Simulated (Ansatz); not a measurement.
KBr: pressure series

Take KBr in the rock salt structure (space group Fm-3m, No. 225; a = 6.549 Å) as the base.

Cell and atoms are relaxed at each pressure.

All numbers come from PBEsol/PAW in Ansatz (an electronic-structure program), no SOC.

Candidates:
(a) pressure −1 GPa
(b) pressure 1.5 GPa
(c) pressure 10 GPa
(d) pressure 7.5 GPa

For the base:

- Band gap: 4.34 eV

Order them by band gap, lowest first.

(a) pressure −1 GPa (4.15 eV), (b) pressure 1.5 GPa (4.55 eV), (c) pressure 10 GPa (5.05 eV), (d) pressure 7.5 GPa (5.12 eV)

Load acts through the strain it causes; cell and atoms are relaxed under it. Whether these cells are dynamically stable was not tested. No other phases were tried under pressure.
